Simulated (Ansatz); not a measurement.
The reference is BaTiO3 (space group R3m, No. 160; a = 5.680 Å, c = 6.995 Å (hexagonal axes)). Axes: x lies along a and z along c of the hexagonal cell.

Computed with r2SCAN in Ansatz (plane waves to 500 eV, PAW, scalar-relativistic without spin-orbit coupling), earlier PAW set.

Base values:

Gap character: indirect, T → Γ
Band gap: 2.87 eV

It is then changed as follows: compressive biaxial strain of 0.66 % in the plane normal to [001], as in epitaxy on a mismatched substrate; the out-of-plane cell vector and the atoms relax.

Task: How does this affect the gap character, energy relative to the base and band gap?

Result: The gap character remains indirect, T → Γ; the energy grows by 1.2 meV/atom; the band gap shrinks by 0.05 eV, from 2.87 eV to 2.82 eV.

No phonon test of stability was made. All final runs are without spin polarisation. This is not the structure that BaTiO3 has at room temperature and ambient pressure.

Ansatz is an electronic-structure program.
